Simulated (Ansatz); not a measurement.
Band structure of CrCo3 (Pm-3m, 4 atoms in the cell).

```
CrCo3
1.0
    3.49324     0.00000     0.00000
    0.00000     3.49324     0.00000
    0.00000     0.00000     3.49324
Cr Co
1 3
Direct
  0.00000   0.00000   0.00000
  0.50000   0.50000   0.00000
  0.00000   0.50000   0.50000
  0.50000   0.00000   0.50000
```
Moments meant for the start (each program seeds them in its own way; μB, in the order of the atoms Cr Co Co Co): 3.0 3.0 3.0 3.0.

Computed with LDA (PW92), PAW files made with PBE (plane waves; Ansatz, an electronic-structure program).

Settings: kpoints.mp_grid.grid = 9 9 9; hamiltonian.xc = lda; hamiltonian.pseudopotentials = {kind: paw} (the program's default PAW files); magnetization.spin_polarized = true; scf.occupations.method = gaussian; scf.occupations.width = 0.1 eV; kpoints.band_path.npoints = 8.

The starting cell comes from a database of computed structures (which also holds hypothetical and non-ambient phases and stackings), without a prior relaxation at this level. Its lattice was rescaled by a random factor within 2.5 % of one. The magnetic order is the one reached from the typed start; others were not searched systematically. The program warned that a starting moment was not kept.

Levels in eV from the Fermi level, bands 30 to 37 of the first spin channel:
```tsv
point	30	31	32	33	34	35	36	37
Γ	0.18	0.18	0.18	1.34	1.34	1.90	1.90	1.90
X	-1.21	-1.05	-0.46	0.04	0.04	0.18	0.81	0.82
M	-1.42	-1.42	-1.00	-0.95	0.42	0.42	0.61	1.75
R	-0.05	-0.05	-0.05	0.14	0.14	0.14	1.16	1.16
```

Bands cross the Fermi level along this path, so the cell is metallic at this level.

The net moment of the cell came out as 0.52 μB.

Keys are those of Ansatz 0.2.
